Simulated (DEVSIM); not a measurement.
Schottky contact on n-type Si

Device: Schottky contact on n-type Si, at 300 K.

| layer (left to right) | material | thickness (μm) | Nd (cm⁻³) | τn (s) | τp (s) |
|---|---|---|---|---|---|
| 1 | Si | 0.640 | 2.5e16 | 4.6e-5 | 4.6e-5 |
| 2 | Si | 8.00 | 2e18 | 4.6e-5 | 4.6e-5 |

Left contact: Schottky, work function 4.93 eV, emission velocity 7.2e6 cm/s. Right contact: ohmic. Voltage is applied to the left contact. Recombination: SRH at mid-gap, radiative. Mobility is μmin + (μ − μmin)/(1 + (N/Nref)^α).

This is a model device: material constants are rounded textbook-type values typed into the input, and sizes, dopings and lifetimes were drawn at random. Values at 300 K.

| parameter | Si |
|---|---|
| gap (eV) | 1.124 |
| affinity (eV) | 4.05 |
| permittivity | 11.7 |
| Nc (cm⁻³) | 2.86e19 |
| Nv (cm⁻³) | 3.1e19 |
| μn (cm²/Vs) | 1417 |
| μp (cm²/Vs) | 470 |
| μn,min | 52 |
| μp,min | 45 |
| Nref,n | 9.7e16 |
| Nref,p | 2.2e17 |
| αn | 0.68 |
| αp | 0.72 |
| B (cm³/s) | 4.7e-15 |

Model (solved in DEVSIM): 1D drift-diffusion, Boltzmann statistics, complete ionisation; no tunnelling, impact ionisation, image-force lowering or self-heating. Metal contacts follow the ideal Schottky-Mott rule: no Fermi-level pinning, no interface dipoles.

```
Item                                            Result
---------------------------------------------  -------
Potential step across the device at zero bias  0.811 V
Dark forward voltage at 1 A/cm²                0.437 V
Dark forward voltage at 100 A/cm²              0.561 V
```

Dark reverse current:

```
V (V)  J (A/cm²)
-----  ---------
-0.10    -4.9e-8
-0.25    -5.0e-8
-0.50    -5.1e-8
-0.75    -5.1e-8
-1.00    -5.1e-8
-1.50    -5.2e-8
-2.00    -5.2e-8
-2.50    -5.2e-8
-3.25    -5.3e-8
-4.00    -5.3e-8
-5.00    -5.3e-8
```

Dark forward current:

| V (V) | J (A/cm²) |
|---|---|
| 0.05 | 2.9e-7 |
| 0.10 | 2.3e-6 |
| 0.15 | 1.6e-5 |
| 0.20 | 0.00011 |
| 0.25 | 0.00076 |
| 0.30 | 0.0052 |
| 0.35 | 0.036 |
| 0.40 | 0.25 |
| 0.45 | 1.7 |
| 0.50 | 11 |
| 0.55 | 70 |
| 0.60 | 350 |
| 0.65 | 1100 |
| 0.70 | 2200 |
